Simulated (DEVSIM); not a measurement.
System: Cr/SiON/n-Ge capacitor, at 300 K.

```
layer (left to right)  material  thickness (nm)  Nd (cm⁻³)
---------------------  --------  --------------  ---------
1                          SiON            4.80          -
2                            Ge            4300     1.9e16
```

Metal gate on the left, work function 4.5 eV. Fixed charge at the semiconductor interface 0 cm⁻² (in units of +e); no interface traps.

Constants are typed, rounded textbook-type inputs, not results; the design itself was drawn at random and stands for no fabricated device. Values at 300 K.

```
parameter      SiON       Ge
-------------  ----  -------
gap (eV)          7    0.664
affinity (eV)   1.4        4
permittivity    5.5       16
Nc (cm⁻³)         -  1.04e19
Nv (cm⁻³)         -     6e18
```

DEVSIM, 1D Poisson equation in equilibrium, Boltzmann statistics, complete ionisation; no quantum confinement or tunnelling. Metal contacts follow the ideal Schottky-Mott rule: no Fermi-level pinning, no interface dipoles.

Base results: capacitance of the dielectric stack (μF/cm²) 1.01; threshold voltage (band bending 2φF) (V) -0.07; minimum of the low-frequency capacitance (μF/cm²) 0.0893; flat-band voltage (V) 0.34.

**Question.** What follows from this one change: fixed charge 0 → -7.05e+11 cm^-2?

**Answer.** capacitance of the dielectric stack little changed (1.01 μF/cm²); threshold voltage (band bending 2φF) -0.07 → 0.04 V; minimum of the low-frequency capacitance little changed (0.0905 μF/cm²); flat-band voltage 0.34 → 0.45 V.

**Question.** What follows from this one change: substrate doping 1.9e+16 → 3.8e+15 cm^-3?

**Answer.** capacitance of the dielectric stack little changed (1.01 μF/cm²); threshold voltage (band bending 2φF) -0.07 → 0.01 V; minimum of the low-frequency capacitance 0.0893 → 0.0518 μF/cm²; flat-band voltage 0.34 → 0.30 V.

**Question.** What follows from this one change: interface trap density 0 → 3e+11 cm^-2 eV^-1?

**Answer.** capacitance of the dielectric stack little changed (1.01 μF/cm²); threshold voltage (band bending 2φF) little changed (-0.08 V); minimum of the low-frequency capacitance 0.0893 → 0.127 μF/cm²; flat-band voltage little changed (0.34 V).

**Question.** What follows from this one change: SiON thickness 0.0048 → 0.0019 μm?

**Answer.** capacitance of the dielectric stack 1.01 → 2.56 μF/cm²; threshold voltage (band bending 2φF) -0.07 → -0.04 V; minimum of the low-frequency capacitance 0.0893 → 0.0942 μF/cm²; flat-band voltage little changed (0.34 V).

**Question.** What follows from this one change: gate work function 4.5 → 4.2 eV?

**Answer.** capacitance of the dielectric stack little changed (1.01 μF/cm²); threshold voltage (band bending 2φF) -0.07 → -0.37 V; minimum of the low-frequency capacitance little changed (0.0893 μF/cm²); flat-band voltage 0.34 → 0.04 V.
